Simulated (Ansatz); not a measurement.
The starting structures come from a database of crystals and need not be the phases stable at ambient conditions.

 Where the default PAW files enter, the runs use the earlier of Ansatz's two default sets.

Inside the gap of an insulator the Bloch states are evanescent, with a wavenumber k + iκ along the transport direction.

```
YFS
1.0
    3.77299     0.00000     0.00000
    0.00000     6.82667     0.00000
    0.00000     0.00000     3.77299
Y S F
2 2 2
Direct
  0.50000   0.77277   0.00000
  0.00000   0.22723   0.50000
  0.50000   0.35443   0.00000
  0.00000   0.64557   0.50000
  0.00000   0.00000   0.00000
  0.50000   0.00000   0.50000
```

Space group of this cell: P4/nmm. The cell is taken as given.

Transport runs along the normal of the first two printed cell vectors, the (100) plane of the conventional cell.

The gap is the functional's own, uncorrected, and κ follows it; spin-orbit coupling is left out. Mid-gap values are interpolated between the computed energies.

Task: Estimate the band gap and the smallest decay constant κ at mid-gap that Ansatz (a program for electronic structure) with r2SCAN returns for this system.

Result: Gap 1.76 eV on a 8×6×8 mesh; κ = 0.211 1/Å, at (0.000, 0.333) of the in-plane reciprocal vectors. At the zone centre, at the nearest computed energy, the slowest state has κ = 0.22 1/Å.
